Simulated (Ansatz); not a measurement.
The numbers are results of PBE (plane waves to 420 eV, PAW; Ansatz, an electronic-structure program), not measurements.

Plane-averaged electrostatic potential energy along the normal, in eV from the Fermi level, for a constructed model of the (111) surface of fcc Ir, (√3x√3)R30° surface alloy, Zn on one Ir site of the top plane (bottom of the slab: a bare face, its two planes held):

(z (Å), V (eV)): (3.72, 5.52); (4.01, 5.52); (4.30, 5.52); (4.58, 5.51); (4.87, 5.51); (5.16, 5.50); (5.44, 5.47); (5.73, 5.42); (6.02, 5.30); (6.30, 5.04); (6.59, 4.48); (6.88, 3.22); (7.16, 0.41); (7.45, -6.48); (7.73, -16.01); (8.02, -22.74); (8.31, -23.26); (8.59, -17.37); (8.88, -8.26); (9.17, -2.00); (9.45, -2.44); (9.74, -9.38); (10.03, -18.46); (10.31, -23.94); (10.60, -23.00); (10.89, -16.16); (11.17, -7.07); (11.46, -2.03); (11.74, -3.84); (12.03, -11.81); (12.32, -20.32); (12.60, -24.33); (12.89, -21.68); (13.18, -13.81); (13.46, -5.08); (13.75, -1.66); (14.04, -4.86); (14.32, -13.51); (14.61, -21.50); (14.90, -24.35); (15.18, -20.53); (15.47, -12.08); (15.76, -3.95); (16.04, -1.87); (16.33, -6.59); (16.61, -15.63); (16.90, -22.69); (17.19, -23.92); (17.47, -18.63); (17.76, -9.60); (18.05, -2.41); (18.33, -1.49); (18.62, -6.23); (18.91, -13.61); (19.19, -18.84); (19.48, -18.97); (19.77, -13.91); (20.05, -6.22); (20.34, -0.22); (20.63, 2.76); (20.91, 3.99); (21.20, 4.58); (21.48, 4.85); (21.77, 4.98); (22.06, 5.04); (22.34, 5.07); (22.63, 5.08); (22.92, 5.09); (23.20, 5.09); (23.49, 5.10); (23.78, 5.10); (24.06, 5.10)

Set-up: 18 atoms, 11.1 Å thick at the start with caps and adatoms (thin: gaps and levels are the slab's own); mesh 9x9x1; 0.1 eV smearing; dipole correction on; 6 atoms held, the rest relaxed; held to the start's symmetry, so lower structures may exist; no spin, no spin-orbit, no U. It is one candidate, not shown to be the stable structure of the face.

The surface cell has an area of 19.47 Å². What dipole along the normal does the step between the two vacuum levels imply?

the top vacuum level lies 0.42 eV below the bottom one; p = −ε₀ A ΔV (ε₀ = 0.005526 e/(V·Å)) gives 0.05 e·Å a cell.
